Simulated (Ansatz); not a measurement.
The parent structure is ZnO in the wurtzite structure (space group P6_3mc, No. 186).

```yaml
crystal:
  lattice:
    - [3.22996, 0.00000, 0.00000]
    - [-1.61498, 2.79723, 0.00000]
    - [0.00000, 0.00000, 5.21438]
  atoms:
    - { symbol: Zn, position: [0.33333, 0.66667, 0.00154] }
    - { symbol: Zn, position: [0.66667, 0.33333, 0.50154] }
    - { symbol: O, position: [0.33333, 0.66667, 0.38046] }
    - { symbol: O, position: [0.66667, 0.33333, 0.88046] }
```

Computed with PBEsol in Ansatz (plane waves to 420 eV, PAW, scalar-relativistic without spin-orbit coupling).

For the base:

```
Property                              Value
---------------------  --------------------
Band gap                            0.70 eV
Valence-band top at Γ  0.00, 0.00, -0.10 eV
Pressure                           0.00 GPa
Electron mass                0.13 mₑ (at Γ)
```

Now apply this change: every lattice vector is shortened by 0.60 %; the atoms relax in the strained cell.

**Question.** Predict the new band gap, valence-band top at Γ, pressure and electron mass.

**Answer.** The band gap goes up by 0.025 eV (0.70 eV → 0.73 eV); the valence-band top at Γ (three highest levels, from the VBM) is still 0.00, 0.00, -0.10 eV; the pressure (mean of the normal stresses, compression positive) goes from zero to 2.72 GPa; the electron mass goes from 0.13 mₑ (at Γ) to 0.14 mₑ (at Γ).

Masses are band curvatures over ±0.01 Å⁻¹ around the edge. Whether these cells are dynamically stable was not tested.

Ansatz is a first-principles code.
